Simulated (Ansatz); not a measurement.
Defect migration in anatase TiO2 with all lengths changed by +1 %: interstitial H, charge state +1. These are PBE, PAW (plane waves to 420 eV; Ansatz, a program for electronic structure) values and carry that method's errors.

108-site cell at the strained lattice (strain from the relaxed PBE one, atoms relaxed), the Γ point alone, smearing 0.01 eV, spin-restricted, no finite-size correction. Static, classical nuclei. The charge state is imposed; whether it is stable for some Fermi level was not computed. Sites that were not tried may lie lower.

Barriers: single points on a 2×2×2 k-point mesh shifted by half a step at the bands' geometries.

The step: one H atom jumps by itself. Atoms about the jump, Cartesian Å from the middle of the jump, before and after:

```tsv
atom	x0	y0	z0	x1	y1	z1
H1	0.66	0.00	0.00	-0.66	0.00	0.00
O2	1.63	0.00	0.15	1.87	0.00	0.25
O3	-1.87	0.00	0.25	-1.63	0.00	0.15
O4	-0.01	-1.93	-0.63	0.01	-1.93	-0.63
O5	-0.01	1.93	-0.63	0.01	1.93	-0.63
O6	-0.01	0.00	2.70	0.01	0.00	2.70
Ti7	1.98	-2.06	-0.20	1.89	-1.94	-0.19
Ti8	-1.89	-1.94	-0.19	-1.98	-2.06	-0.20
Ti9	-1.89	1.94	-0.19	-1.98	2.06	-0.21
Ti10	1.98	2.06	-0.21	1.89	1.94	-0.19
Ti11	1.92	-0.01	2.37	1.93	-0.01	2.25
Ti12	-1.93	-0.01	2.25	-1.92	-0.01	2.37
O13	1.97	1.90	1.80	1.92	1.92	1.83
O14	1.97	-1.89	1.80	1.92	-1.92	1.83
O15	-1.92	1.92	1.83	-1.97	1.90	1.80
O16	-1.92	-1.92	1.83	-1.97	-1.89	1.80
O17	0.00	0.00	-3.05	0.00	0.00	-3.05
Ti18	-0.02	1.93	-2.64	0.02	1.93	-2.64
Ti19	-0.02	-1.93	-2.64	0.02	-1.93	-2.64
```

Predict the transition state.


```json
[
 {"atom": "H1", "x": "-0.01", "y": "-0.02", "z": "0.24"},
 {"atom": "O2", "x": "1.27", "y": "-0.02", "z": "0.25"},
 {"atom": "O3", "x": "-1.28", "y": "-0.02", "z": "0.25"},
 {"atom": "O4", "x": "-0.01", "y": "-2.15", "z": "-0.67"},
 {"atom": "O5", "x": "-0.01", "y": "2.12", "z": "-0.67"},
 {"atom": "O6", "x": "-0.01", "y": "-0.01", "z": "2.76"},
 {"atom": "Ti7", "x": "1.88", "y": "-1.99", "z": "-0.18"},
 {"atom": "Ti8", "x": "-1.89", "y": "-1.99", "z": "-0.19"},
 {"atom": "Ti9", "x": "-1.89", "y": "1.96", "z": "-0.19"},
 {"atom": "Ti10", "x": "1.88", "y": "1.97", "z": "-0.18"},
 {"atom": "Ti11", "x": "1.89", "y": "-0.02", "z": "2.33"},
 {"atom": "Ti12", "x": "-1.90", "y": "-0.02", "z": "2.33"},
 {"atom": "O13", "x": "1.97", "y": "1.87", "z": "1.80"},
 {"atom": "O14", "x": "1.98", "y": "-1.90", "z": "1.80"},
 {"atom": "O15", "x": "-1.99", "y": "1.87", "z": "1.80"},
 {"atom": "O16", "x": "-1.99", "y": "-1.90", "z": "1.80"},
 {"atom": "O17", "x": "-0.01", "y": "-0.02", "z": "-3.04"},
 {"atom": "Ti18", "x": "-0.01", "y": "1.93", "z": "-2.66"},
 {"atom": "Ti19", "x": "-0.01", "y": "-1.96", "z": "-2.66"}
]
```
It lies 0.70 eV above the start and 0.70 eV above the end. The saddle point's order was not checked, and it lies on a symmetry element of the cell, where a band can be held.
